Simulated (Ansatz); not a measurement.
Given:

```xyz
1
Lattice="0.0000 1.8940 1.8940 1.8940 0.0000 1.8940 1.8940 1.8940 0.0000" Properties=species:S:1:pos:R:3 pbc="T T T"
Rh     0.0000     0.0000     0.0000
```

These are PBEsol with spin-orbit coupling, rigid bands (plane waves, PAW; Ansatz, an electronic-structure program) values and carry that method's errors. Condition of this run: hydrostatic pressure -2 GPa with spin-orbit coupling (the target of the relaxation). Cell: cell and atoms relaxed with PBEsol, then loaded as said.

Problem. For narrow interconnects the product ρ₀λ of bulk resistivity and mean free path ranks metals, the lower the better. What is it here?

Solution. 3.3 ×10⁻¹⁶ Ω·m².

Problem. And the Drude plasma energy and the root-mean-square Fermi velocity at 300 K?

Solution. 9.9 eV; 6.4e5 m/s.

A metal at this level (no band gap); rigid bands, thermally averaged at 300 K, both spins. τ is one relaxation time for all states; the product of resistivity and mean free path takes one path for all states instead.
